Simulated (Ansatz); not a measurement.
```yaml
crystal:
  lattice:
    - [12.50000, 0.00000, 0.00000]
    - [0.00000, 11.00000, 0.00000]
    - [0.00000, 0.00000, 4.45852]
  atoms:
    - { symbol: Hf, position: [0.44997, 0.50000, 0.00000] }
    - { symbol: Hf, position: [0.55003, 0.50000, 0.50000] }
```

Method: PBE (plane waves to 420 eV, PAW; Ansatz, a first-principles code). Mesh 1×1×68. Collinear spin, started with parallel moments, which vanish. One-dimensional cell, images about 11 Å apart. A model structure. Only distortions within the start's symmetry and period were free. Pairing along the axis, which can open a gap, is among the distortions not tried. Values not marked SOC lack spin–orbit coupling.

### Question
Say what this body is, and give its properties.

### Answer
Free zigzag chain of Hf atoms. A hypothetical model.
| Item | Value |
|---|---|
| PBE gap | none (under 0.01 eV) |
| crossings of the Fermi level between Γ and the zone edge (49 points) | 3, each for both spins (ideal conductance 3 × 2e²/h) |
